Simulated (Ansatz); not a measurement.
AlAs under load (space group F-43m), PBE with spin-orbit coupling, rigid bands (Ansatz, a program for electronic structure). Condition of this run: hydrostatic pressure of 1.2 GPa (compression positive) (the target of the relaxation). Band gap 1.33 eV, N_c = 1.71e19 cm⁻³ and N_v = 2.46e19 cm⁻³ at 300 K, conductivity masses of 0.331 mₑ (electrons) and 0.592 mₑ (holes). Take k_BT = 0.02585 eV.

A film of it is 3 nm thick. Estimate the confinement energies in an infinite well.

ħ²π²/(2m t²) = 0.376 eV·nm²/(m/mₑ × t²) gives 126 meV for electrons and 70.6 meV for holes, so the gap would widen to about 1.53 eV. Finite barriers and nonparabolic bands lower this, and with several valleys or bands the heaviest mass along the normal sets the lowest level, not this average.

What built-in voltage has an abrupt junction with N_A = 1e17 and N_D = 1e17 cm⁻³, all dopants ionised?

V_bi = E_g/e − (k_BT/e) ln(N_c N_v/(N_A N_D)) = 1.33 − 0.02585 × 10.65 = 1.05 V, for the computed gap.

What thermal injection velocity √(2k_BT/πm) limits a ballistic channel?

9.35e6 cm/s for electrons and 6.99e6 cm/s for holes, a ratio of √(m_h/m_e) = 1.34, for dilute carriers.

Rigid bands with the computed gap; masses take one relaxation time for all states. Geometry: cell and atoms relaxed with PBEsol.
